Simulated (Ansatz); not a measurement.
## PbI₂ (P6₃mc, No. 186)

Level of theory: PBE0 (Ansatz, a program for electronic structure, plane waves, PAW).

Numerical settings: plane-wave cutoff 500 eV, 6×6×2 k mesh (along the axes of the cell as run), gaussian smearing 0.02 eV, scalar-relativistic PAW data made under PBE.

Cell: relaxed with PBEsol: a = b = 4.537 Å, c = 14.217 Å, α = β = 90.00°, γ = 120.00°.

| Item | Result |
|---|---|
| band gap | 3.61 eV (on the SCF k mesh) |

Note: the cell comes from a level without a dispersion term, which matters for the spacing of layers, chains or molecules; cell and atoms aren't relaxed at this level (pressure 1.2 GPa).

Spin–orbit coupling is not included; with these elements it can move the gap by several tenths of an eV or more.

The computed numbers hold no vibrational or temperature effects.

It cost about 18 core-minutes (a rough figure) of CPU time.
